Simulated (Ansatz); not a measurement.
**Ir under a change: uniaxial strain ε_zz = −2.00 %**

Base system: Ir in the fcc (Cu type) structure (space group Fm-3m, No. 225; a = 3.8450 Å; relaxed with 0.1 eV smearing). Axes: x, y, z lie along the cube axes.

Perturbation: the cell is compressed by 2.00 % along z with no lateral relaxation; the atoms relax in the strained cell.

The values are results of r2SCAN (Ansatz, a program for electronic structure), scalar-relativistic without spin-orbit coupling, not measurements. k-mesh 29×29×29 (Γ-centred); smearing 0.1 eV (Fermi–Dirac).

| quantity | base | changed | shift |
|---|---|---|---|
| volume per atom | 14.21 Å³ | 13.93 Å³ | -0.28 Å³ |
| space group | Fm-3m (No. 225) | I4/mmm (No. 139) | – |
| shortest interatomic distance | 2.719 Å | 2.692 Å | -0.027 Å |
| energy relative to the base (free energy F) | 0 meV/atom | +12 meV/atom | +12 meV/atom |
| pressure (mean of the normal stresses, compression positive) | 0.0 GPa | 8.1 GPa | +8.1 GPa |
| band gap | zero | zero | – |
| stress (xx, yy, zz, yz, xz, xy; compression positive) | – | (5.4, 5.4, 13.5, 0.0, 0.0, 0.0) GPa | – |

Final structure:

```xyz
1
Lattice="0.0000 1.9225 1.8841 1.9225 0.0000 1.8841 1.9225 1.9225 0.0000" Properties=species:S:1:pos:R:3 pbc="T T T"
Ir     0.0000     0.0000     0.0000
```

Stability against distortions was not tested. All final runs are without spin polarisation.
